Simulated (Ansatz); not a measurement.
## Pressure series in Li2O

Take Li₂O in the anti-fluorite structure (space group Fm-3m, No. 225; a = 4.626 Å) as the base.

Cell and atoms are relaxed at each pressure.

Method: Ansatz (a quantum-chemistry and plane-wave program) PBE, no SOC.

Candidates:
(a) pressure −2 GPa
(b) pressure 9 GPa
(c) pressure 1.8 GPa
(d) pressure 30 GPa

For the base:

The band gap comes out as 4.98 eV.

### Question
Order them by band gap, highest first.

### Answer
(d) pressure 30 GPa (5.43 eV), (b) pressure 9 GPa (5.17 eV), (c) pressure 1.8 GPa (5.02 eV), (a) pressure −2 GPa (4.93 eV)

Load acts through the strain it causes; cell and atoms are relaxed under it. Whether these cells are dynamically stable was not tested. Competing high-pressure phases were not computed.
